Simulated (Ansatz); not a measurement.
The starting structures come from a database of crystals and need not be the phases stable at ambient conditions.

Inside the gap of an insulator the Bloch states are evanescent, with a wavenumber k + iκ along the transport direction.

Given:

```xyz
14
Lattice="5.9948 0.0000 0.0000 -2.9974 5.1916 0.0000 2.9974 1.7305 4.7987" Properties=species:S:1:pos:R:3 pbc="T T T"
Ge     5.9948     3.4611     4.1989
Ge     1.4987     2.5958     1.7995
Ge     4.4961     2.5958     1.7995
Ge     0.0000     5.1916     1.7995
Ge     0.0000     0.0000     0.0000
Ge     2.9974     5.1916     3.5991
N      5.9948     1.8435     2.9601
N      2.9974     1.7305     2.8817
N      4.5939     4.2699     2.9601
N      1.5965     0.9218     0.6390
N      1.4009     4.2699     2.9601
N      4.3982     0.9218     0.6390
N      0.0000     3.4611     0.7173
N      2.9974     3.3481     0.6390
```

Space group of this cell: R-3m. The cell is strained (lengths across the current scaled by 1.02, ions clamped); by PBEsol its mean pressure is -13.8 GPa.

Transport runs along the normal of the first two printed cell vectors, the (111) (indices of the unstrained crystal) plane of the conventional cell.

The gap is the functional's own. No spin-orbit coupling. Mid-gap values are interpolated on the energy grid.

**Question.** Compute, with PBEsol (Ansatz, a program for electronic structure), the band gap and the smallest decay constant κ at mid-gap.

**Answer.** Gap 1.29 eV on a 8×8×8 mesh; κ = 0.120 1/Å, at the zone centre.
